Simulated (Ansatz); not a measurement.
The parent structure is KCl in the rock salt structure (space group Fm-3m, No. 225; a = 6.243 Å). Axes: x, y, z lie along the cube axes.

Computed with PBEsol (Ansatz, a quantum-chemistry and plane-wave program), without spin-orbit coupling.

For the base:

```
Property                             Value
---------------------  -------------------
Valence-band top at Γ  0.00, 0.00, 0.00 eV
```

The change: tensor shear ε_xy = +1.71 % (engineering shear γ = 0.0342); the atoms relax in the strained cell.

**Question.** What does the calculation give for the stress after the change?

**Answer.** The stress (xx, yy, zz, yz, xz, xy; compression positive) amounts to (0.01, 0.01, 0.00, 0.00, 0.00, -0.22) GPa.

**Question.** What happens to the valence-band top at Γ?

**Answer.** The valence-band top at Γ (three highest levels, from the VBM) goes from 0.00, 0.00, 0.00 eV to 0.00, -0.04, -0.07 eV.

The levels and masses belong to the bands next to the band gap. Whether these cells are dynamically stable was not tested.
